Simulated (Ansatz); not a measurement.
ZnS (model structure, started from the NiAs type, P6₃/mmc, No. 194, 4 atoms in the cell) was calculated with dielectric-dependent PBEsol hybrid (Ansatz, a quantum-chemistry and plane-wave program, PAW).

Input file:

Ansatz 0.2 input:
```yaml
crystal:
  lattice:
    - [3.5648381031, 0.0, 0.0]
    - [-1.7824190515, 3.0872403576, 0.0]
    - [0.0, 0.0, 5.8162920558]
  atoms:
    - { symbol: Zn, position: [0.0, 0.0, 0.0] }
    - { symbol: Zn, position: [0.0, 0.0, 0.5] }
    - { symbol: S, position: [0.3333333333, 0.6666666667, 0.25] }
    - { symbol: S, position: [0.6666666667, 0.3333333333, 0.75] }
  host: atoms
basis:
  ecutwfc: 460
  ecutrho_ratio: 4
  xc_grid: 2
kpoints:
  mp_grid: { grid: [9, 9, 4] }
  band_path: { path: [[0, 0, 0], [0.0, 0.1875, 0.0]], npoints: 1 }
hamiltonian:
  xc:
    exchange: pbesol
    correlation: pbesol
    exx: { coeff: inverse_dielectric }
  dispersion: none
  pseudopotentials: { kind: paw }
scf:
  occupations: { method: fermi_dirac, width: 0.01 }
  convergence: { dr2_threshold: 0.0000000004 }
output:
  forces: true
  stress: true
  eigenvalues: true
  write_bands: true
```

From the output:

```
WARN output.stress: scf.exx.energy_threshold = 1e-6 eV is looser than the 4e-8 eV advised for a stress under a hybrid functional (1e-8 eV for each atom of the …
Crystal: 4 atoms, lattice volume = 64.011 Å³
Basis set: ecut = 460 eV, 1437 PW (Γ), exchange–correlation on 50×50×90 points (8 copies of the dense FFT grid, shifted against one another)
Bands: 22, of which v1, the nominal top of the filled ones, is band 18 counted from 1 (17 counted from 0)
Symmetry: 24 space group operations
Space group: P63/mmc (ITA 194), of the structure as read, at distance tolerance 4.0e-5 Å
k-points: 36 of 324
SCF iter   1: F=—  HF=-8333.710395 eV  |F-HF|=—  |Δ(HF+E_count)|=         —  Δρ=5.52e-3  dr2=1.63e-2
SCF iter   2: F=—  HF=-8333.706464 eV  |F-HF|=—  |Δ(HF+E_count)|=   3.93e-3  Δρ=1.99e-3  dr2=2.52e-3
  ...
Crystal: 4 atoms, lattice volume = 64.011 Å³
Initial density: handed on by an earlier stage of this run
Functional: x = 0.9083999166958582 pbesol(κ = 0.804, μ = 0.12345679012345678) + 0.09160008330414178 exact, c = pbesol(β = 0.046)
Crystal: 4 atoms, lattice volume = 64.011 Å³
SCF iter   4: F=—  HF=-8345.938410 eV  |F-HF|=—  |Δ(HF+E_count)|=   1.28e-7  Δρ=1.61e-6  dr2=1.22e-9
SCF iter   5: F=-8345.938410 eV  HF=-8345.938410 eV  |F-HF|=2.91e-11  |Δ(HF+E_count)|=  4.04e-10  Δρ=3.99e-7  dr2=3.11e-10
SCF 3 converged in 5 iterations: F = -8345.938410 eV  dr2 = 3.11e-10
Free energy (F): -8345.938410 eV
Internal energy: -8345.938410 eV  (E = F + TS)
E sigma→0 (E₀):  -8345.938410 eV
Fermi energy:    8.755272 eV
--- Stress (GPa, compression-positive) ---
       -0.102684       0.000000       0.000000
        0.000000      -0.102684       0.000000
        0.000000       0.000000       0.075368
  P = ⅓ Tr σ = -0.0433 GPa (-0.433 kbar)
```

The PAW data were made under PBE.

Note: the relaxation could raise the start's symmetry but not lower it, so the cell can be a saddle point.

Computing time: about 5 core-minutes (a rough figure).

A model structure was made by putting elements into a prototype or built by hand; it is no filed structure, need not be a known phase, and can be a saddle point held by its symmetry.
